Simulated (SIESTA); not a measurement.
Band structure of Li₂O (Fm-3m, 3 atoms in the cell).

```
CELL_PARAMETERS angstrom
      0.00000     2.30884     2.30884
      2.30884     0.00000     2.30884
      2.30884     2.30884     0.00000
ATOMIC_POSITIONS crystal
  Li 0.25000 0.25000 0.25000
  Li 0.75000 0.75000 0.75000
  O  0.00000 0.00000 0.00000
```

Level of theory: GGA PBE, numerical atomic orbitals TZP, PseudoDojo PBE standard norm-conserving potentials (rewritten from UPF to PSML) run with SIESTA.

Settings: XC.functional = GGA; XC.authors = PBE; potentials = PseudoDojo PBE standard; PAO.BasisSize = TZP; PAO.EnergyShift = 0.01 Ry; MeshCutoff = 400 Ry; kgrid.MonkhorstPack = 12 12 12; OccupationFunction = FD; ElectronicTemperature = 116.05 K; PAO.Polarization.NonPerturbative = true; MaxSCFIterations = 150; SCF.Mixer.Method = Broyden; SCF.Mixer.Weight = 0.25; SCF.Mixer.History = 8.

The starting cell has typed, rounded lattice constants, without a prior relaxation at this level. Its lattice was rescaled by a random factor within 2.5 % of one. Values carry the incompleteness of an atom-centred basis.

Question: Predict the gap along the standard path and the places of the band edges.

Answer: The gap along the path is 5.12 eV, from Γ to X; the smallest direct gap on it is 5.23 eV.

Levels in eV from the top of the valence band on the path, bands 3 to 7:
```
point       3      4      5      6     7
-----  ------  -----  -----  -----  ----
Γ      -15.44   0.00   0.00   0.00  5.23
X      -15.10  -1.64  -1.43  -1.43  5.12
W      -15.14  -1.82  -1.54  -1.54  7.19
K      -15.15  -2.03  -1.57  -1.12  6.62
L      -15.21  -2.82  -0.47  -0.47  9.31
U      -15.15  -2.03  -1.57  -1.12  6.62
```

Higher empty bands are left out: an atom-centred basis made for the valence describes them poorly.
